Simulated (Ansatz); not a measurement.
Take InSb in the zinc blende structure (space group F-43m, No. 216; a = 6.556 Å) as the base. Axes: x, y, z lie along the cube axes.

Method: r2SCAN/PAW in Ansatz (a program for electronic structure), scalar-relativistic without spin-orbit coupling.

Strains are applied to the cell and any free atomic positions relax.

One change was made to it. Results:

| quantity | base | after |
|---|---|---|
| pressure | 0.0 GPa | 1.7 GPa |
| energy relative to the base (free energy F) | 0 meV/atom | +6.6 meV/atom |

Problem. What was done to the base?
(A) uniaxial strain ε_yy = +1.76 %
(B) uniaxial strain ε_yy = −2.13 %
(C) isotropic strain −1.21 %

Solution. C, isotropic strain −1.21 %. For comparison, the energy relative to the base in the other runs: uniaxial strain ε_yy = +1.76 % gives +2.1 meV/atom; uniaxial strain ε_yy = −2.13 % gives +3.3 meV/atom.

Stability against distortions was not tested. All final runs are without spin polarisation.
